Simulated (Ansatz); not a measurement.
TaRh$_{3}$ (Pm-3m), PBEsol, DFPT electron-phonon coupling, linearised Boltzmann equation in Ansatz (an electronic-structure program): phonon-limited resistivity 8.12 μΩ·cm at 300 K, 11.1 μΩ·cm at 400 K, current-weighted mean free path 14.0 nm, Drude plasma energy 5.61 eV.

Problem. Estimate the electronic thermal conductivity at 300 K by the Wiedemann-Franz law (L₀ = 2.44×10⁻⁸ W·Ω/K²).

Solution. L₀T/ρ = 2.44×10⁻⁸ × 300/(8.12×10⁻⁸) = 90.1 W/(m·K). Inelastic scattering puts the true Lorenz number somewhat under L₀ near and below the Debye temperature.

Problem. What temperature coefficient of resistance follows, and how does it compare with 1/T?

Solution. (ρ₄₀₀ − ρ₃₀₀)/(100 K × ρ₃₀₀) = 3.67×10⁻³ K⁻¹, against 1/T = 3.33×10⁻³ K⁻¹ for a resistivity proportional to T. It lies higher because phonons are still being populated at 300 K; impurities would add a constant and lower it.

Problem. What is the classical skin depth at 100 GHz (nonmagnetic, μ₀ = 1.257×10⁻⁶ H/m)?

Solution. δ = √(ρ/(π f μ₀)) = 454 nm.

A metal at this level (no band gap). Only scattering by harmonic phonons is included (no impurities, grain boundaries, electron-electron scattering or thermal expansion). Spin-orbit coupling is left out, which matters with elements this heavy. The run warned that the eigensolver left some states short of its tolerance. Halving the electron mesh (24x24x24) moves the resistivity by up to 4 % at 300 K, the mean free path by up to 1 %. Smearing 0.20 eV; phonons on a 4x4x4 q mesh, which this run doesn't test.

Formula and space group known from diffraction (Crystallography Open Database), not checked to be the room-temperature form: TaRh3 (Pm-3m).
